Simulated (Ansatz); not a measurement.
## Input and output of a self-consistent single point for Yb (Fm-3m, 1 atom in the cell) (Ansatz)

Level of theory: PBE (plane waves, PAW; Ansatz, a first-principles code).

The input file:

Ansatz 0.2 input:
```yaml
crystal:
  lattice:
    - [0.000000, 2.738248, 2.738248]
    - [2.738248, 0.000000, 2.738248]
    - [2.738248, 2.738248, 0.000000]
  atoms:
    - { symbol: Yb, position_ang: [0.000000, 0.000000, 0.000000] }
kpoints:
  mp_grid: { grid: [8, 8, 8] }
hamiltonian:
  xc: pbe
  pseudopotentials: { kind: paw }
scf:
  occupations: { method: fermi_dirac, width: 0.0073 Ry }
output:
  forces: true
  eigenvalues: true
  stress: true
```

Log, with long lists cut:

```
WARN basis.ecutwfc = 420 eV, the default
Pseudopotentials: kind: paw
Pseudopotential: Yb, paw, valence charge 24
Crystal: 1 atoms, lattice volume = 41.063 Å³
Basis set: ecut = 420 eV, 821 PW (Γ), exchange–correlation on 54×54×54 points (8 copies of the dense FFT grid, shifted against one another)
Bands: 16, of which v1, the nominal top of the filled ones, is band 12 counted from 1 (11 counted from 0)
Symmetry: 48 space group operations
Space group: Fm-3m (ITA 225), of the structure as read, at distance tolerance 3.4e-5 Å
k-points: 29 of 512
Initial density: superposition of atomic densities (neutral atoms: chi_scale 0, normalization atom), corrected by the library's trained network
Initial wavefunctions: pseudopotential atomic-orbital guess
Eigensolver: davidson
Functional: x = pbe(κ = 0.804, μ = 0.2195149727645171), c = pbe(β = 0.06672455060314922)
SCF iter   1: F=—  HF=-13795.033865 eV  |F-HF|=—  |Δ(HF+E_count)|=         —  Δρ=1.64e-3  dr2=9.24e-4  ethr=1.77e-3  ⟨swp⟩=5.3  Hψ=2260  notcnv=0
all-band conjugate gradients solve this SCF's bands
preconditioner: auto → Kerker (q_TF=auto, 2.495 Å⁻¹)
SCF iter   2: F=—  HF=-13795.025359 eV  |F-HF|=—  |Δ(HF+E_count)|=   8.51e-3  Δρ=9.39e-4  dr2=3.54e-4  ethr=3.85e-6  ⟨swp⟩=3.1  Hψ=1201  notcnv=0
SCF iter   3: F=—  HF=-13795.023976 eV  |F-HF|=—  |Δ(HF+E_count)|=   1.38e-3  Δρ=3.46e-4  dr2=4.17e-5  ethr=1.47e-6  ⟨swp⟩=2.1  Hψ=657  notcnv=0
SCF iter   4: F=—  HF=-13795.023565 eV  |F-HF|=—  |Δ(HF+E_count)|=   4.11e-4  Δρ=1.18e-4  dr2=3.80e-6  ethr=1.74e-7  ⟨swp⟩=2.1  Hψ=824  notcnv=0
SCF iter   5: F=—  HF=-13795.023563 eV  |F-HF|=—  |Δ(HF+E_count)|=   2.68e-6  Δρ=4.24e-5  dr2=1.15e-6  ethr=1.58e-8  ⟨swp⟩=2.0  Hψ=799  notcnv=0
SCF iter   6: F=-13795.023562 eV  HF=-13795.023562 eV  |F-HF|=4.40e-8  |Δ(HF+E_count)|=   2.82e-7  Δρ=9.59e-6  dr2=6.48e-8  ethr=4.17e-10  ⟨swp⟩=6.0  Hψ=2764  notcnv=0
SCF 1 converged in 6 iterations: F = -13795.023562 eV  dr2 = 6.48e-8
SCF converged after 6 iterations
Free energy (F): -13795.023562 eV
Harris-Foulkes:  -13795.023562 eV  (|F-HF|=4.40e-8)
Internal energy: -13794.935896 eV  (E = F + TS)
E sigma→0 (E₀):  -13794.979729 eV
Entropy (-TS):   -0.087666 eV (-87.666 meV/atom)
Fermi energy:    9.125688 eV
--- Per-component energies (eV) ---
  E_band       = -40.482674
  E_kinetic    = 350.942038
  E_local      = -6562.202162  (includes V_loc(G=0)·N_el)
  E_nonlocal   = 553.211427
  E_hartree    = 2852.073390
  E_xc         = -161.633736
  E_vxc        = -201.102599  (∫ρ·V_xc dr)
  E_paw        = -7355.422217  (= ΣΔE_a)
  E_vpaw       = 114.503772  (= ΣTr[D̂ρ^β])
  E_aug_tail   = 0.000003  (compensation charges beyond the density's cutoff)
  E_ewald      = -3471.904639
  E_smearing   = -0.087666  (= −TS)
  E_closure    = -0.000000  (closes the sum)
  Σ components = -13795.023562   (vs F -13795.023562, Δ=0.00e0)
--- Forces (eV/Å), atoms counted from 1 ---
  atom   1  Yb     0.00000000    -0.00000000    -0.00000000
  max |Σ_I F_I| component: 3.16e-30 eV/Å
--- Stress (GPa, compression-positive) ---
       -1.976185       0.000000       0.000000
        0.000000      -1.976185       0.000000
       -0.000000      -0.000000      -1.976185
  P = ⅓ Tr σ = -1.9762 GPa (-19.762 kbar)
  The stress holds the Pulay correction. Without it, at fixed plane waves, as pw.x and ABINIT print it: P = -2.0217 GPa
--- Band table (eV; the first three rows and the last of 29) ---
  k-point 0: bands = ["-42.6948", "-14.9697", "-14.9697", "-14.9697", "4.2327", "8.5301", "8.5978", "8.5978", "8.5978", "8.6703", "8.6703", "8.6703", "11.8408", "11.8408", "11.8408", "13.6938"]
  k-point 1: bands = ["-42.6935", "-15.0018", "-14.9741", "-14.9741", "4.5472", "8.5344", "8.5933", "8.6043", "8.6043", "8.6564", "8.6564", "8.6707", "11.4240", "11.9828", "11.9828", "13.5363"]
  k-point 2: bands = ["-42.6905", "-15.0781", "-14.9848", "-14.9848", "5.4222", "8.5463", "8.5838", "8.6148", "8.6148", "8.6347", "8.6347", "8.6717", "10.5833", "12.0464", "12.0464", "13.6545"]
  k-point 28: bands = ["-42.6833", "-15.1105", "-15.1105", "-15.0505", "8.5608", "8.5859", "8.5981", "8.5981", "8.6166", "8.6166", "8.6422", "9.1578", "9.8157", "9.8157", "11.5151", "15.2967"]
```

The run converged in 6 iterations.

The starting cell comes from a database of computed structures (which also holds hypothetical and non-ambient phases and stackings), without a prior relaxation at this level. Its lattice was rescaled by a random factor within 2.5 % of one. Spin-orbit coupling is off. Spin polarisation is off. Ansatz's pressure includes its estimate of the finite-basis (Pulay) stress.
